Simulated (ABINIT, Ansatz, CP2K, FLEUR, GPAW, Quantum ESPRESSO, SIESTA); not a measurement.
**Code comparison for B6Pb (Pm-3m, 7 atoms in the cell)**

Self-consistent single point, at a second geometry (lattice scaled by 0.98). First geometry:

```yaml
crystal:
  lattice:
    - [4.15257, 0.00000, 0.00000]
    - [0.00000, 4.15257, 0.00000]
    - [0.00000, 0.00000, 4.15257]
  atoms:
    - { symbol: B, position: [0.20300, 0.50000, 0.50000] }
    - { symbol: B, position: [0.79700, 0.50000, 0.50000] }
    - { symbol: B, position: [0.50000, 0.20300, 0.50000] }
    - { symbol: B, position: [0.50000, 0.79700, 0.50000] }
    - { symbol: B, position: [0.50000, 0.50000, 0.20300] }
    - { symbol: B, position: [0.50000, 0.50000, 0.79700] }
    - { symbol: Pb, position: [0.00000, 0.00000, 0.00000] }
```

Shared settings, as Ansatz (an electronic-structure program) writes them: kpoints.mp_grid.grid = 4 4 4; scf.occupations.method = fixed. Potentials and cutoffs stand in the table.

| code | model | ΔF from the first geometry (meV/atom) | pressure (GPa) | largest force (eV/Å) | gap on the mesh (eV) | cutoff |
|---|---|---|---|---|---|---|
| SIESTA | LDA PW92, numerical atomic orbitals DZP, PseudoDojo LDA standard norm-conserving potentials (rewritten from UPF to PSML) | 40.4 | 16.90 | 0.602 | 0.985 | grid 350 Ry |
| GPAW | LDA (Perdew-Wang 92), GPAW PAW datasets LDA (gpaw-data 1.0.1) | 24.5 | – | 0.271 | 1.032 | 950 eV |
| CP2K | LDA (Pade form), GPW, DZVP-MOLOPT-SR-GTH basis, GTH-PADE potentials (GTH_POTENTIALS) | 23.9 | 12.29 | 0.227 | 0.956 | grid 400 Ry |
| ABINIT | LDA (PW92), norm-conserving pseudopotentials (PseudoDojo nc-sr-04 LDA standard) | 25.4 | 12.75 | 0.277 | 1.039 | 38 Ha |
| Ansatz | LDA (PW92), PAW files made with PBE | 24.8 | 12.52 | 0.261 | 1.044 | default |
| Quantum ESPRESSO | LDA (PZ), GBRV 1.5 ultrasoft (LDA) pseudopotentials | 26.8 | 13.22 | 0.306 | 1.037 | 40 Ry |
| FLEUR | LDA (Perdew-Zunger), all-electron FLAPW (FLEUR), scalar-relativistic valence | 27.8 | – | – | 1.034 | Kmax 4.1 1/bohr |

A dash marks a value that a program does not give, or that is left out as unsure.

Gaps are read on the mesh.

On Ansatz's run: spin-orbit coupling is off.

The spread over the programs that give each value: ΔF from the first geometry within 16.5 meV/atom; pressure within 4.61 GPa; largest force within 0.375 eV/Å; gap on the mesh within 0.088 eV.

SIESTA and CP2K use small atom-centred bases, whose incompleteness enters pressures, forces and empty levels differently from a plane-wave cutoff. FLEUR treats all electrons, but the usual bases taken here (sphere radii, linearisation, local orbitals, empty states) were not tested for convergence, so the values are no reference for the others. Ansatz's pressure is given at a fixed set of plane waves, as the other plane-wave codes print theirs; with its correction for the finite basis it is 12.72 GPa. The pressure of GPAW is left out: its cutoff lies under the one at which its stress was checked. The same LDA comes in different parametrisations, which differ slightly. In the pressure, SIESTA (by 4.15) lies more than 1 GPa from the median of the plane-wave programs. In the force vectors, SIESTA (by 0.328) lies more than 0.08 eV/Å from the median of the plane-wave programs.

The starting cell comes from a database of computed structures (which also holds hypothetical and non-ambient phases and stackings), without a prior relaxation at this level. Its lattice was rescaled by a random factor within 2.5 % of one. For this run, on top of that: lattice scaled by 0.98.

Left out of this page: Elk (not drawn, or without a comparable value).

Keys are those of Ansatz 0.2.
